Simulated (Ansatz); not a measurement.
Results of r²SCAN+rVV10 (Ansatz, an electronic-structure program, plane waves, PAW) for cubic perovskite BaHfO₃.

Settings: plane-wave cutoff 560 eV, 8×8×8 k mesh, Fermi–Dirac smearing 0.01 eV, scalar-relativistic PAW data made under PBE.

A third-order Birch–Murnaghan fit to the energies gives V0 = 14.450 Å³/atom, B0 = 175 GPa, B′ = 4.4.

| V (Å³/atom) | P (GPa) |
|---|---|
| 13.583 | ? |
| 13.872 | ? |
| 14.161 | 3.71 |
| 14.450 | 0.00 |
| 14.739 | ? |
| 15.028 | ? |
| 15.317 | -9.00 |

Q: Estimate the withheld pressures from this fit; the answers are the runs' own values.

A: 
- 13.583, P (GPa): 12.42
- 13.872, P (GPa): 7.83
- 14.739, P (GPa): -3.33
- 15.028, P (GPa): -6.32

The formula P = (3/2) B0 (x^(7/3) − x^(5/3)) [1 + (3/4)(B′ − 4)(x^(2/3) − 1)] with x = V0/V meets the computed pressures within 0.03 GPa when these rounded values are put in.

Measured, for comparison: equilibrium volume per atom 14.51 Å³/atom (room temperature, no zero-point or thermal correction; as tabulated in Zhao et al. (2008), arXiv:0809.3506). Computed (rounded) less measured: equilibrium volume per atom -0.4 %. A static lattice is as a rule a little smaller and stiffer than an uncorrected measurement, which narrows the difference in the equilibrium volume per atom and would widen misses of the other sign.

Spin–orbit coupling is not included.

The computed numbers hold no vibrational or temperature effects.

Computing time: around 4 core-minutes (rough).
